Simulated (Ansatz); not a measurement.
**OH on the 1x1 (10-10) surface of wurtzite AlN (cut with top plane Al + N), one in a 2x1 cell, started at the site 'hollow Al'**

Host crystal: wurtzite AlN, with a band gap (PBE, scalar-relativistic without spin-orbit coupling).

Computed with PBE (plane waves to 420 eV, PAW; Ansatz, an electronic-structure program).

Slab: 34 atoms, 8.9 Å thick at the start under the adsorbate (thin: gaps and levels are the slab's own); k 3x4x1, smearing 0.01 eV, dipole-corrected; 16 atoms held, the rest relaxed; no symmetry held; spin-polarised, ending with about 1.0 μB a cell; orders that need a larger cell were not tried, no spin-orbit, no U, no dispersion correction. At the end it is bonded to Al. In PBE it is, or lies within 0.03 eV of, the lowest of the starts that converged.

| Property | Value |
|---|---|
| adsorption energy against H2O(g) − ½ H2(g) | -0.22 eV |
| change of the step from the bottom to the top vacuum level, against the clean slab | 0.31 eV |
| energy released by relaxation | 4.11 eV |
| height of the binding atom over the mean of the host atoms within 0.3 Å of the top one | 1.771 Å |
| magnetic moment of the cell | 1.00 μB |
| nearest host atoms of the binding atom | Al at 1.73 Å, N at 2.95 Å, N at 3.06 Å |
| largest move of a host atom | 0.34 Å |
| note | in the relaxation the adsorbate left its starting site by 1.5 Å |
| cost | roughly 23 core-minutes |

A negative adsorption energy means that the adsorbate is more stable on the surface than in its reference.
